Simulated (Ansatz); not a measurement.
## Relaxation of cell and atoms of Ir3Pd (Fm-3m, 4 atoms in the cell) at several settings

```
CELL_PARAMETERS angstrom
      0.00000     3.19431     3.19431
      3.19431     0.00000     3.19431
      3.19431     3.19431     0.00000
ATOMIC_POSITIONS crystal
  Pd 0.00000 0.00000 0.00000
  Ir 0.50000 0.50000 0.50000
  Ir 0.25000 0.25000 0.25000
  Ir 0.75000 0.75000 0.75000
```

Base: Ansatz (a first-principles code) with PBEsol, default PAW files made with PBE. Its settings: basis.ecutwfc = 420 eV; kpoints.mp_grid.grid = 12 12 12; hamiltonian.xc = pbesol; hamiltonian.pseudopotentials = {kind: paw} (the program's default PAW files); scf.occupations.method = methfessel_paxton; scf.occupations.width = 0.1 eV. Starting volume 16.30 Å³ per atom.

Each line gives the change from the base single point and the result:

- relax: default → cell and atoms; relax.cell.p_target: default → -2 GPa: pressure -2.00 GPa; final cell a = 4.3527 Å, b = 4.3527 Å, c = 4.3527 Å, α = 60.00°, β = 60.00°, γ = 60.00°; final volume per atom 14.58 Å³; relaxation steps 8; free energy against the base single point -173.5 meV/atom.
- hamiltonian.xc: pbesol → lda; relax: default → cell and atoms [DFT, LDA (PW92), plane waves, default PAW files made with PBE]: pressure 0.01 GPa; final cell a = b = c = 4.3174 Å, α = β = γ = 60.00°; final volume per atom 14.23 Å³; relaxation steps 5.

The starting cell was generated: these elements placed on a structure prototype, without a prior relaxation; it need not be a known phase or ordering of this composition. Its lattice was rescaled by a random factor within 2.5 % of one. Spin polarisation is off. Ansatz's pressure includes its estimate of the finite-basis (Pulay) stress.

Left out of this page: 1 run of the series outside the window shown, repeating another row's setting, or not comparable.

Keys are those of Ansatz 0.2.
